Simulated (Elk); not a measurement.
Input and output of a self-consistent single point for LaGePd (C2/m, 6 atoms in the cell) (Elk).

Computed with LDA (PW92), all-electron FP-LAPW, Elk's shipped species files, default APW+lo basis (Elk).

```xyz
6
Lattice="5.2734 -2.2844 0.0000 5.2734 2.2844 0.0000 -5.2711 0.0000 5.5782" Properties=species:S:1:pos:R:3 pbc="T T T"
La     1.1984     0.0000     3.9383
La     4.0773     0.0000     1.6399
Ge     1.1117     0.0000     0.6177
Ge     4.1640     0.0000     4.9605
Pd     7.1232     0.0000     1.5513
Pd    -1.8475     0.0000     4.0268
```

Reference input (self-consistent single point, DFT, PBEsol, all-electron FP-LAPW, Elk's shipped species files, default APW+lo basis): xctype = 22; rgkmax = 7; stype = 0; swidth = 0.00499791 Ha; ngridk = 5 5 3; rmtscf = 0.91. This run's input differs from it in these lines:

```diff
@@ -4,3 +4,3 @@
 xctype
-  22
+  3
```

Output, abridged:

```
│ Self-consistent loop started │
│ Loop number : 1 │
 total energy                :     -31204.2955011
│ Loop number : 2 │
 total energy                :     -31210.9383263
RMS change in Kohn-Sham potential (target) :   0.6837603352     (  0.1000000000E-05)
Absolute change in total energy (target)   :    6.642825213     (  0.1000000000E-03)
│ Loop number : 3 │
 total energy                :     -31244.2158510
RMS change in Kohn-Sham potential (target) :   0.3551665832     (  0.1000000000E-05)
Absolute change in total energy (target)   :    34.93823092     (  0.1000000000E-03)
│ Loop number : 4 │
   [... lines left out ...]
Absolute change in total energy (target)   :   0.2594780526E-02 (  0.1000000000E-03)
│ Loop number : 15 │
 total energy                :     -31259.7139923
RMS change in Kohn-Sham potential (target) :   0.1067858982E-05 (  0.1000000000E-05)
Absolute change in total energy (target)   :   0.1107300312E-02 (  0.1000000000E-03)
│ Loop number : 16 │
 total energy                :     -31259.7137973
RMS change in Kohn-Sham potential (target) :   0.2164800436E-06 (  0.1000000000E-05)
Absolute change in total energy (target)   :   0.8182305100E-04 (  0.1000000000E-03)
Convergence targets achieved

│ Loop number : 17 │

Energies :
 Fermi                       :     0.319818427306
 total energy                :     -31259.7137883

Density of states at Fermi energy :    87.69550923
 (states/Hartree/unit cell)

Estimated indirect band gap :   0.1369898994E-02
 from k-point     13 to k-point      5
Estimated direct band gap   :   0.3592416540E-02
 at k-point     21

Charges :
 core                        :    184.0000000
 valence                     :    86.00000000
 interstitial                :    13.05543266
 muffin-tins (core leakage)
  species :    1 (La)
   atom    1                 :    53.96066227     (  0.8629087142E-03)
   atom    2                 :    53.96066227     (  0.8629087142E-03)
  species :    2 (Ge)
   atom    1                 :    30.02687125     (  0.1167690960E-02)
   atom    2                 :    30.02687125     (  0.1167690960E-02)
  species :    3 (Pd)
   atom    1                 :    44.48475014     (  0.3721023845E-07)
   atom    2                 :    44.48475014     (  0.3721023845E-07)
 total in muffin-tins        :    256.9445673
 total calculated charge     :    270.0088757
 total charge                :    270.0000000
 error                       :   0.8875747558E-02

│ Self-consistent loop stopped │
```

The run converged in 17 iterations. The count includes the last loop, which Elk runs after its targets are met. 

The starting cell comes from a database of computed structures (which also holds hypothetical and non-ambient phases and stackings), without a prior relaxation at this level. Spin polarisation is off. Values depend on the basis (sphere radii, cutoffs, local orbitals), which need not be converged. The log's line on a gap gives a spacing of levels on this mesh, which the program prints for metals too.

Cost on one core of a shared machine: roughly 50 s.
